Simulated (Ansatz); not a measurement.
## Ti3AlC: response to strain

The parent structure is Ti₃AlC in the anti-perovskite structure (space group Pm-3m, No. 221; a = 4.1407 Å; a cell from a computed database, its experimental status unchecked). Axes: x, y, z lie along the cube axes.

Strains are applied to the cell and any free atomic positions relax; under biaxial strain the out-of-plane vector relaxes too; under stress the whole cell relaxes.

Level of theory: Ansatz (a quantum-chemistry and plane-wave program), PBEsol, PAW, cutoff 420 eV, no spin-orbit coupling.

Notes on the quantities. energy relative to the base: free energy F.

| change | energy relative to the base | shortest interatomic distance | space group |
|---|---|---|---|
| base | 0 meV/atom | 2.070 Å | Pm-3m (No. 221) |
| biaxial strain +1.54 %, plane normal [001], relaxed out of plane | (withheld) | 2.057 Å | P4/mmm (No. 123) |
| isotropic strain −5.94 % | +0.275 eV/atom | 1.947 Å | Pm-3m (No. 221) |
| uniaxial strain ε_yy = −1.73 % | (withheld) | 2.035 Å | P4/mmm (No. 123) |
| uniaxial stress, 3 GPa tension along x | +1.3 meV/atom | 2.067 Å | P4/mmm (No. 123) |

Problem. Some entries are withheld; estimate them.

Solution. 
- biaxial strain +1.54 %, plane normal [001], relaxed out of plane, energy relative to the base: +7.8 meV/atom
- uniaxial strain ε_yy = −1.73 %, energy relative to the base: +4.8 meV/atom

Without a gap, meshes like the base's 11×11×11 leave anisotropic stresses uncertain by several tenths of a GPa, and small strain energies with them. Beyond what the load breaks, stability against distortions was not tested. All final runs are without spin polarisation. An odd electron count without spin: Ti3AlC.
